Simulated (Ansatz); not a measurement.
AlB2-type HfB2, treated with LDA (plane waves, PAW; Ansatz, a program for electronic structure).

Run with plane-wave cutoff 520 eV, 24×24×16 k mesh (along the axes of the cell as run), Fermi–Dirac smearing 0.05 eV, scalar-relativistic PAW data made under PBE.

The volume scan:

| V (Å³/atom) | E − E_lowest (meV/atom) | P (GPa) |
|---|---|---|
| 9.132 | 13.89 | 12.09 |
| 9.322 | 3.36 | 5.75 |
| 9.512 | 0.00 | 0.00 |
| 9.702 | 3.14 | -5.21 |
| 9.893 | 12.18 | -9.94 |

Q: What bulk modulus B0 and pressure derivative B′ does a third-order Birch–Murnaghan fit give?

A: V0 = 9.512 Å³/atom, B0 = 274 GPa, B′ = 3.9 (fit to the energies at full precision).

Shape and atoms are relaxed at each volume.

Measured, for comparison: bulk modulus 282 GPa (room temperature, no zero-point or thermal correction, hydrostatic curve from radial diffraction; as tabulated in Experimental and computational studies of compression and deformation behavior …); equilibrium volume per atom 9.91 Å³/atom (room temperature, no zero-point or thermal correction; as tabulated in Burrage et al. (2022), doi:10.3390/ma15082762). Computed (rounded) less measured: bulk modulus -3 %, equilibrium volume per atom -4.0 %.

Note: the bulk modulus comes from volumes at which shape and atoms were relaxed.

Spin–orbit coupling is not included.

The computed numbers hold no vibrational or temperature effects.
